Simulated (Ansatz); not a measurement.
Consider Cs in the bcc (W type) structure (space group Im-3m, No. 229; a = 6.157 Å).

The values are results of Ansatz (a quantum-chemistry and plane-wave program) PBE, without spin-orbit coupling, earlier PAW set, not measurements.

Base values:

| Quantity | Result |
|---|---|
| Volume per atom | 116.69 Å³ |

Modification: every Cs is replaced by Li; the structure is relaxed again.

Tabulated Pauling electronegativity and covalent radius: Cs 0.79, 2.44 Å; Li 0.98, 1.28 Å.

Question: What does the calculation give for the volume per atom after the change?

Answer: The volume per atom decreases by 96.43 Å³, from 116.69 Å³ to 20.26 Å³.

Whether these cells are dynamically stable was not tested. The final runs are not spin-polarised.
